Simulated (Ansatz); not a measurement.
**CsSnI3 in the cubic perovskite structure (space group Pm-3m, No. 221)**

CsSnI$_{3}$ is taken in the cubic space group Pm-3m (No. 221), the cubic perovskite structure, Pearson symbol cP5. Conventional cell: a = 6.224 Å, b = 6.224 Å, c = 6.224 Å, α = 90.00°, β = 90.00°, γ = 90.00°. Cs on 1a has 12 I at 4.401 Å (cuboctahedral). Sn on 1b has 6 I at 3.112 Å (octahedral). I on 3c is coordinated by 2 Sn at 3.112 Å and 4 Cs at 4.401 Å (octahedral). (Neighbours: up to the widest gap in distance over summed covalent radii, below 1.35, at either atom; cation-cation and far metal-metal contacts left out.)

All numbers come from r2SCAN, PAW, 500 eV (Ansatz, an electronic-structure program; without spin-orbit coupling). Settings: 6×6×6 k-points, 0.05 eV Fermi–Dirac smearing.

| Item | Value |
|---|---|
| Volume per atom | 48.23 Å³ |
| Density | 4.35 g/cm³ |
| Band gap | 0.46 eV, direct at R |
| Electron mass (degenerate bands, along [100]) | 0.032, 0.77, 0.77 mₑ |
| Hole mass | 0.042 mₑ |
| Lowest conduction-band minima above the VBM | R along ⟨111⟩ 0.46 eV |
| Total energy | -6862.780 eV/atom (σ→0; compares only within this code and set-up) |

Spin-orbit coupling, missing from the scalar runs, can matter with I. Masses are band curvatures over ±0.01 Å⁻¹ around the edge. Stability against distortions was not tested. Many cubic perovskites are stable only at high temperature; tilts and polar distortions were not tested.
